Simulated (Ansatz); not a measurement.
Surface energy of faces of fcc Rh in PBE and in RPBE, in Ansatz (plane waves, PAW). Symmetric slabs relaxed with PBE from ideal cuts in 1x1 cells (the lowest computed cut and spin start of each face; real faces may reconstruct in larger cells); RPBE values are single points on them, with the bulk at the same level. No spin-orbit coupling, no U.

| face | PBE (J/m²) | RPBE (J/m²) |
|---|---|---|
| (100) | 2.39 | 2.13 |
| (110) | 2.42 | 2.14 |
| (111) | 2.06 | 1.82 |
| (210) | 2.55 | 2.27 |
| (211) | 2.38 | 2.11 |
| (221) | 2.29 | 2.03 |
| (310) | 2.56 | 2.28 |
| (311) | 2.45 | 2.18 |
| (320) | 2.51 | ? |

Task: Fit a straight line y = a·x + b by least squares to the 8 complete rows (x: PBE (J/m²); y: RPBE (J/m²)).

Result: the means are x̄ = 2.3875 and ȳ = 2.1200; Σ(x − x̄)² = 0.17795 and Σ(x − x̄)(y − ȳ) = 0.16350, so a = 0.919 and b = ȳ − a·x̄ = -0.074. The largest residual is 0.010.

Task: What does the line predict for the withheld row, (320), and what did the calculation give?

Result: the line gives 2.23; the calculation gave 2.23, a miss of 0.00, of the size of the fitted rows' scatter and rounding.

Ansatz is an electronic-structure program.
